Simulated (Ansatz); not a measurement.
Input and output of a relaxation of cell and atoms for CaPt2 (Fd-3m, 6 atoms in the cell) (Ansatz, a first-principles code).

Level of theory: PBEsol, default PAW files made with PBE (plane waves; Ansatz).

The change in words: atoms on their sites; basis.ecutwfc: 420 eV → 505 eV; relax: default → cell and atoms. Reference geometry:
```
CELL_PARAMETERS angstrom
      0.00000     3.81133     3.81133
      3.81133     0.00000     3.81133
      3.81133     3.81133     0.00000
ATOMIC_POSITIONS crystal
  Ca 0.00379 0.00379 0.00379
  Ca 0.25000 0.25000 0.25000
  Pt 0.12500 0.62500 0.62500
  Pt 0.62500 0.62500 0.12500
  Pt 0.62500 0.12500 0.62500
  Pt 0.62500 0.62500 0.62500
```

Reference input (self-consistent single point, DFT, PBEsol, plane waves, default PAW files made with PBE): basis.ecutwfc = 420 eV; kpoints.mp_grid.grid = 5 5 5; hamiltonian.xc = pbesol; hamiltonian.pseudopotentials = {kind: paw} (the program's default PAW files); scf.occupations.method = gaussian; scf.occupations.width = 0.1 eV. This run's input differs from it in these lines:

Ansatz 0.2 input:
```diff
@@ -6,3 +6,3 @@
   atoms:
-    - { symbol: Ca, position: [0.00378700, 0.00378700, 0.00378700] }
+    - { symbol: Ca, position: [0.00000000, 0.00000000, 0.00000000] }
     - { symbol: Ca, position: [0.25000000, 0.25000000, 0.25000000] }
@@ -13,3 +13,3 @@
 basis:
-  ecutwfc: 420.0
+  ecutwfc: 505.0
 kpoints:
@@ -25,2 +25,4 @@
     width: 0.1
+relax:
+  cell: {}
 output:
```

The program printed (abridged):

```
   [... SCF lines of the steps left out ...]
relax step   1: F+E_penalty+E_count = -53128.25549317 eV  Δ(F+E_penalty+E_count) = +0.000e0 eV  max|allowed force component| = 1.426e-17 eV/Å  Δτ_max = 0.0000 Å  P = -1.091 GPa  Ω = 110.729 Å³  (8 SCF iters, dr2 threshold 1.00e-7 eV, accepted)
relax step   2: F+E_penalty+E_count = -53128.25346027 eV  Δ(F+E_penalty+E_count) = +2.033e-3 eV  max|allowed force component| = 1.234e-17 eV/Å  Δτ_max = 0.0000 Å  P = +1.514 GPa  Ω = 108.866 Å³  energy of the carried Pulay correction = +1.708e-4 eV  [...]
relax step   3: F+E_penalty+E_count = -53128.25831912 eV  Δ(F+E_penalty+E_count) = -2.826e-3 eV  max|allowed force component| = 1.754e-17 eV/Å  Δτ_max = 0.0000 Å  P = -0.021 GPa  Ω = 109.941 Å³  energy of the carried Pulay correction = +7.189e-5 eV  [...]
relax step   4: F+E_penalty+E_count = -53128.25824226 eV  Δ(F+E_penalty+E_count) = +7.686e-5 eV  max|allowed force component| = 2.390e-17 eV/Å  Δτ_max = 0.0000 Å  P = -0.022 GPa  Ω = 109.941 Å³  stress off target by 2.20e-2 GPa  SCF on the basis [...]
basis re-selected at this cell: Δ(F+E_penalty+E_count) = +7.686e-5 eV, ΔP = -0.001 GPa vs the last step
the relaxation is at rest under the 48 symmetry operations that the run kept from its start: a minimum is not shown …
Stability not checked: this state was not tested for a lower state beside it, because too few of the mixer's solves of this state at the end of the SCF gave a …
Free energy (F): -53128.258242 eV
Internal energy: -53128.234511 eV  (E = F + TS)
   [... lines left out ...]
Fermi energy:    16.736891 eV
  cell:  # Å, volume = 109.9409 Å³
   [... lines left out ...]
    - { symbol: Ca, position: [0.25, 0.25, 0.25] }
    - { symbol: Pt, position: [0.1250000000000001, 0.6249999999999999, 0.6249999999999999] }
    - { symbol: Pt, position: [0.6249999999999999, 0.6249999999999999, 0.1250000000000001] }
    - { symbol: Pt, position: [0.6249999999999999, 0.1250000000000001, 0.6249999999999999] }
    - { symbol: Pt, position: [0.6249999999999999, 0.6249999999999999, 0.6249999999999999] }
```

The run converged.  The full log also holds: “iter 4 did not close the SCF: its close was put off for the readings that it lacked (scf_convergence_deferred on its scf_iter line)”. The full log also holds: “iter 5 did not close the SCF: its close was put off for the readings that it lacked (scf_convergence_deferred on its scf_iter line)”.

Summary of the result:
| Property | Value |
|---|---|
| Free energy E − TS (on the zero of these files) | -53128.2582 eV |
| Fermi level (on the code's own zero) | 16.74 eV |
| Pressure | -0.02 GPa |
| Final cell | a = b = c = 5.377 Å, α = β = γ = 60.00° |
| Final volume per atom | 18.32 Å³ |
| Relaxation steps | 4 |

The starting cell comes from a database of computed structures (which also holds hypothetical and non-ambient phases and stackings), without a prior relaxation at this level. Its lattice was rescaled by up to half a per cent. Spin polarisation is off. The relaxation keeps the symmetry of its start, so its end need not be a minimum. Ansatz's pressure includes its estimate of the finite-basis (Pulay) stress.
